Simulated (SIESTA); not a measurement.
Worked example: self-consistent single point of CdTe (F-43m, 2 atoms in the cell) in SIESTA.

Level of theory: GGA PBE, numerical atomic orbitals TZP, PseudoDojo PBE standard norm-conserving potentials (rewritten from UPF to PSML) (SIESTA).

The change in words: lattice scaled by 0.98. Reference geometry:
```yaml
crystal:
  lattice:
    - [0.00000, 3.29196, 3.29196]
    - [3.29196, 0.00000, 3.29196]
    - [3.29196, 3.29196, 0.00000]
  atoms:
    - { symbol: Cd, position: [0.00000, 0.00000, 0.00000] }
    - { symbol: Te, position: [0.25000, 0.25000, 0.25000] }
```

Reference input (self-consistent single point, DFT, GGA PBE, numerical atomic orbitals TZP, PseudoDojo PBE standard norm-conserving potentials (rewritten from UPF to PSML)): XC.functional = GGA; XC.authors = PBE; potentials = PseudoDojo PBE standard; PAO.BasisSize = TZP; PAO.EnergyShift = 0.01 Ry; MeshCutoff = 400 Ry; kgrid.MonkhorstPack = 9 9 9; OccupationFunction = FD; ElectronicTemperature = 10 K; MaxSCFIterations = 150; SCF.Mixer.Method = Pulay; SCF.Mixer.Weight = 0.1. This run's input differs from it in these lines:

```diff
@@ -12,5 +12,5 @@
 %block LatticeVectors
-     0.000000000    3.291961000    3.291961000
-     3.291961000    0.000000000    3.291961000
-     3.291961000    3.291961000    0.000000000
+     0.000000000    3.226122000    3.226122000
+     3.226122000    0.000000000    3.226122000
+     3.226122000    3.226122000    0.000000000
 %endblock LatticeVectors
@@ -19,3 +19,3 @@
      0.000000000    0.000000000    0.000000000  1
-     1.645980500    1.645980500    1.645980500  2
+     1.613061000    1.613061000    1.613061000  2
 %endblock AtomicCoordinatesAndAtomicSpecies
```

Output (repeated stretches shortened):

```
        iscf     Eharris(eV)        E_KS(eV)     FreeEng(eV)     dDmax    Ef(eV) dHmax(eV)
   scf:    1    -7611.141605    -7617.736297    -7617.736297  1.499857 -2.235951 13.114043
   scf:    2    -7620.375714    -7619.121502    -7619.121502  0.127710 -3.010413  9.691894
   scf:    3    -7621.434777    -7620.669566    -7620.669566  0.334858 -3.316655  1.124619
   scf:    4    -7618.126992    -7619.708803    -7619.708803  0.325152 -3.784819  8.118047
   scf:    5    -7621.234130    -7620.669269    -7620.669269  0.248853 -3.133799  1.092857
   [... 3 lines left out ...]
   scf:    9    -7620.687593    -7620.687596    -7620.687596  0.002056 -2.827723  0.014208
   scf:   10    -7620.687592    -7620.687597    -7620.687597  0.000979 -2.834933  0.011506
   scf:   11    -7620.687600    -7620.687599    -7620.687599  0.000438 -2.831732  0.000021
   scf:   12    -7620.687599    -7620.687599    -7620.687599  0.000001 -2.831726  0.000001
SCF Convergence by DM+H criterion
max |DM_out - DM_in|         :     0.0000008139
max |H_out - H_in|      (eV) :     0.0000010423
SCF cycle converged after 12 iterations

Using DM_out to compute the final energy and forces

siesta: E_KS(eV) =            -7620.6876

siesta: E_KS - E_eggbox =     -7620.6876

siesta: Atomic forces (eV/Ang):
     1   -0.000050   -0.000050   -0.000050
     2    0.000051    0.000051    0.000051
   Tot    0.000001    0.000001    0.000001
   Max    0.000051
   Res    0.000050    sqrt( Sum f_i^2 / 3N )
   Max    0.000051    constrained

Stress tensor Voigt[x,y,z,yz,xz,xy] (kbar):      -14.65      -14.65      -14.65       -0.21       -0.21       -0.21
(Free)E + p*V (eV/cell)    -7620.0737
Target enthalpy (eV/cell)    -7620.6876

siesta: Program's energy decomposition (eV):
siesta: FreeEng =     -7620.687599

   [... lines left out ...]
siesta:    -0.009141   -0.000128   -0.000128
siesta:    -0.000128   -0.009141   -0.000128
siesta:    -0.000128   -0.000128   -0.009141

siesta: Cell volume =         67.154073 Ang**3

siesta: Pressure (static):
siesta:                Solid            Molecule  Units
siesta:           0.00009956          0.00009955  Ry/Bohr**3
siesta:           0.00914146          0.00914024  eV/Ang**3
siesta:          14.64622636         14.64428615  kBar
```

The run converged in 12 iterations. Against the reference run the free energy hardly moves (within 1 meV/atom), the pressure goes from -1.37 to 1.46 GPa and the gap on the mesh goes from 0.734 to 0.935 eV.

The starting cell comes from a database of computed structures (which also holds hypothetical and non-ambient phases and stackings), without a prior relaxation at this level. Its lattice was rescaled by a random factor within 2.5 % of one. For this run, on top of that: lattice scaled by 0.98. Spin-orbit coupling is off. Values carry the incompleteness of an atom-centred basis.

Cost on one core of a shared machine: roughly 50 s.
